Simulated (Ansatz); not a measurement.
**Carrier properties of C under load (space group P6_3/mmc)**

```
C
1.0
    2.42929     0.00000     0.00000
   -1.21464     2.10383     0.00000
    0.00000     0.00000     4.04836
C
4
Direct
  0.33333   0.66667   0.00063
  0.66667   0.33333   0.50063
  0.33333   0.66667   0.37437
  0.66667   0.33333   0.87437
```

Method: PBE, rigid bands (plane waves, PAW, scalar-relativistic; Ansatz, a first-principles code). Condition of this run: hydrostatic pressure of 44 GPa (compression positive) (the target of the relaxation). Geometry: cell and atoms relaxed with PBEsol, then loaded as said.

```json
{
  "band_gap": "2.93 eV",
  "electron conductivity mass (300 K, dilute)": "0.45 (x), 0.45 (y), 0.27 (z) mₑ",
  "hole conductivity mass (300 K, dilute)": "0.46 (x), 0.46 (y), 0.66 (z) mₑ",
  "effective density of states N_c (300 K)": "1.2e19 cm⁻³",
  "effective density of states N_v (300 K)": "1.9e19 cm⁻³",
  "density_of_states_mass_electrons": "0.60 mₑ",
  "density_of_states_mass_holes": "0.84 mₑ",
  "Seebeck coefficient, n-type 1e19 cm⁻³, 300 K": "-235 μV/K",
  "best n-type power factor at 300 K for τ = 10 fs (best axis; densities from 1e16 to 1e21 cm⁻³ tried, whether or not they can be reached)": "7.3 μW/(cm·K²) at 3e19 cm⁻³",
  "Seebeck coefficient, p-type 1e19 cm⁻³, 300 K": "272 μV/K",
  "best p-type power factor at 300 K for τ = 10 fs (best axis; densities from 1e16 to 1e21 cm⁻³ tried, whether or not they can be reached)": "6.6 μW/(cm·K²) at 1e20 cm⁻³"
}
```

Rigid bands; masses and Seebeck coefficients take one relaxation time τ for all states and one kind of carrier; polarons and phonon drag are left out. Spin-orbit coupling is left out. Geometry: cell and atoms relaxed with PBEsol.
